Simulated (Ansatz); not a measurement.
Bond-angle distributions (per cent of the angles at each element, bins of 10°) of a relaxed model of amorphous Zr20O42Si at 5.32 g/cm³. The numbers are results of PBE, scalar-relativistic without spin-orbit coupling (plane waves to 420 eV, PAW; Ansatz, an electronic-structure program), not measurements.

It comes from a melt-quench run on a machine-learned potential (CHGNet), relaxed afterwards by DFT. O atoms were pushed apart under 1.9 Å during the dynamics, to hinder bonds among them. The hot cell started wider than the set density and was brought back towards it in steps. It is the lowest in DFT energy of 2 quenches. It is a model cell: composition and starting density were chosen by hand, and all elements were melted together. No dispersion term was used. Its density started from a set value of 5.14 and ended at 5.32 g/cm³. Cooling (nominally 300 K/ps over its main leg) ran many orders faster than in experiment, which tends to leave more defects and strain. Values belong to this one cell and scatter from quench to quench. The volume was free in the relaxation, at fixed shape. Stress components on the final sampling reach 2.7 GPa. On a 2×2×2 Γ-centred mesh force components of up to 0.12 eV/Å stay, since the relaxation ran on the zone centre alone.

Neighbours within Zr-Zr 3.41 Å, Zr-O 2.60 Å, Zr-Si 2.93 Å, O-O 1.58 Å, O-Si 2.12 Å, Si-Si 2.60 Å count as bonded. Two cations that share two anions don't count as bonded, nor two that share one unless they lie closer than Zr-Zr 3.32 Å, Zr-Si 2.85 Å, Si-Si 2.38 Å.

```csv
angle (°),at Zr,at O
50-60,0,0
60-70,5,0
70-80,30,0
80-90,13,3
90-100,10,18
100-110,5,37
110-120,8,13
120-130,5,11
130-140,9,7
140-150,8,8
150-160,5,3
160-170,3,0
170-180,0,0
```

They go with these counts of neighbours within the cut-offs, cation contacts included: Zr mean 6.6, most often 6; O mean 3.2, most often 3.
